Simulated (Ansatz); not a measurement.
## Effect of pressure 0.7 GPa on YAl3

Start from YAl3 (space group P6_3/mmc, No. 194; a = 6.208 Å, c = 4.593 Å; a cell from a computed database, its experimental status unchecked).

Now apply this change: cell and atoms relaxed at a pressure of 0.7 GPa.

The values are results of plane-wave PAW DFT at the PBEsol level (Ansatz, a first-principles code, 420 eV), without spin-orbit coupling, not measurements. Settings: 9×9×10 k-points, 0.05 eV Fermi–Dirac smearing.

| quantity | base | changed | shift |
|---|---|---|---|
| volume per atom | 19.16 Å³ | 18.99 Å³ | -0.17 Å³ |
| density | 3.68 g/cm³ | 3.71 g/cm³ | +0.03 g/cm³ |
| lattice parameter a | 11.731 bohr | 11.691 bohr | -0.040 bohr |
| c/a ratio | 0.740 | 0.741 | +0.001 |
| shortest interatomic distance | 5.205 bohr | 5.197 bohr | -0.008 bohr |
| enthalpy H = E + PV relative to the base's energy | – | +0.08 eV/atom | – |
| band gap | zero | zero | – |

Final structure:

```
CELL_PARAMETERS angstrom
      6.18658     0.00000     0.00000
     -3.09329     5.35774     0.00000
      0.00000     0.00000     4.58318
ATOMIC_POSITIONS crystal
  Y  0.33333 0.66667 0.75000
  Y  0.66667 0.33333 0.25000
  Al 0.14818 0.29637 0.25000
  Al 0.85182 0.70363 0.75000
  Al 0.85182 0.14818 0.75000
  Al 0.14818 0.85182 0.25000
  Al 0.70363 0.85182 0.25000
  Al 0.29637 0.14818 0.75000
```

Load acts through the strain it causes; cell and atoms are relaxed under it. No phonon test of stability was made. All final runs are without spin polarisation.
